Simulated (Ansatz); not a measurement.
The starting structures come from a database of crystals and need not be the phases stable at ambient conditions.

Where the default PAW files enter, the runs use the earlier of Ansatz's two default sets.

# Evanescent states of TlBr (Pm-3m, CsCl type, not sure to be the ambient phase, 2 atoms a cell, 31.5 Å³ an atom) along the normal of (110)

Level of theory: PBEsol (plane waves, PAW; Ansatz, a program for electronic structure).

No gap correction and no spin-orbit coupling; mid-gap is the computed energy nearest the middle.

Energies count from the valence-band top; κ is the least over a 8×6 mesh across the current.

| E (eV) | κ (1/Å) | where |
|---|---|---|
| 0.05 | 0.061 | off Γ |
| 0.15 | 0.098 | off Γ |
| 0.25 | 0.117 | off Γ |
| 0.35 | 0.130 | off Γ |
| 0.45 | (withheld) | off Γ |
| 0.55 | (withheld) | off Γ |
| 0.65 | (withheld) | off Γ |
| 0.75 | (withheld) | off Γ |
| 0.85 | (withheld) | off Γ |
| 0.95 | (withheld) | off Γ |
| 1.05 | (withheld) | off Γ |
| 1.15 | (withheld) | off Γ |
| 1.25 | 0.130 | off Γ |
| 1.35 | 0.120 | off Γ |
| 1.45 | 0.106 | off Γ |
| 1.55 | 0.088 | off Γ |
| 1.65 | 0.061 | off Γ |

Q: Fill in the missing entries.

A: 
- 0.45, κ (1/Å): 0.139
- 0.55, κ (1/Å): 0.144
- 0.65, κ (1/Å): 0.148
- 0.75, κ (1/Å): 0.149
- 0.85, κ (1/Å): 0.149
- 0.95, κ (1/Å): 0.147
- 1.05, κ (1/Å): 0.143
- 1.15, κ (1/Å): 0.137
